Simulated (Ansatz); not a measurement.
The reference is C in the diamond structure (space group Fd-3m, No. 227; a = 3.554 Å). Axes: x, y, z lie along the cube axes.

Calculations: PBEsol in Ansatz (plane waves to 420 eV, PAW, no SOC).

Before the change:

The band gap is 4.03 eV, the valence-band top at Γ is 0.00, 0.00, 0.00 eV and the pressure is 0.00 GPa.

Now apply this change: biaxial strain +0.42 %, plane normal [111], relaxed out of plane (Cartesian); in-plane vectors clamped, the third vector and the atoms free.

Q: How does this affect the band gap, valence-band top at Γ, out-of-plane strain and pressure?

A: The band gap shrinks by 0.029 eV, from 4.03 eV to 4.01 eV; the valence-band top at Γ (three highest levels, from the VBM) becomes 0.00, -0.01, -0.01 eV (base: 0.00, 0.00, 0.00 eV); the out-of-plane strain comes out as -0.05 %; the pressure (mean of the normal stresses, compression positive) goes from zero to -3.50 GPa.

Stability against distortions was not tested.

Ansatz is a quantum-chemistry and plane-wave program.
